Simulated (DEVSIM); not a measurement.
Structure: Pt/SiO2/p-Si capacitor, at 300 K.

Layer 1 from the left is SiO2, thickness (nm) 1.40. Layer 2 from the left is Si, thickness (nm) 3300, Na (cm⁻³) 3e16.

Metal gate on the left, work function 5.6 eV. Fixed charge at the semiconductor interface 0 cm⁻² (in units of +e); no interface traps.

This is a model device: material constants are rounded textbook-type values typed into the input, and sizes, dopings and lifetimes were drawn at random. Values at 300 K.

SiO2: gap (eV) 9, affinity (eV) 0.9, permittivity 3.9. Si: gap (eV) 1.124, affinity (eV) 4.05, permittivity 11.7, Nc (cm⁻³) 2.86e19, Nv (cm⁻³) 3.1e19.

### Question
Estimate by hand the flat-band voltage, the threshold voltage, and compare with a numerical solution.

### Answer

- Flat-band voltage: C = 2.47 μF/cm², work-function difference 0.605 V; VFB = φms − qNf/C = 0.61 V; numerical 0.61 V.
- Threshold voltage: φF = 0.384 V, depletion charge √(4εqNφF) = 8.74e-8 C/cm²; VT = VFB + 2φF + Qd/C = 1.41 V; numerical 1.41 V.

DEVSIM, 1D Poisson equation in equilibrium, Boltzmann statistics, complete ionisation; no quantum confinement or tunnelling. Metal contacts follow the ideal Schottky-Mott rule: no Fermi-level pinning, no interface dipoles.
